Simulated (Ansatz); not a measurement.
Start from HgSe in the zinc blende structure (space group F-43m, No. 216; a = 6.2600 Å).

The values are results of Ansatz (a program for electronic structure), PBE, PAW, cutoff 420 eV, no spin-orbit coupling, not measurements.

Strains are applied to the cell and any free atomic positions relax.

One change was made to it. Results:

| quantity | base | after |
|---|---|---|
| energy relative to the base (free energy F) | 0 meV/atom | +0.9 meV/atom |
| pressure | 0.0 GPa | -0.6 GPa |

Which change produced these results?
(A) isotropic strain +0.50 %
(B) isotropic strain +1.50 %
(C) isotropic strain −2.00 %
(D) isotropic strain −3.00 %

A, isotropic strain +0.50 %. For comparison, the energy relative to the base in the other runs: isotropic strain −3.00 % gives +37 meV/atom; isotropic strain −2.00 % gives +16 meV/atom; isotropic strain +1.50 % gives +7.8 meV/atom.

No phonon test of stability was made. All final runs are without spin polarisation.
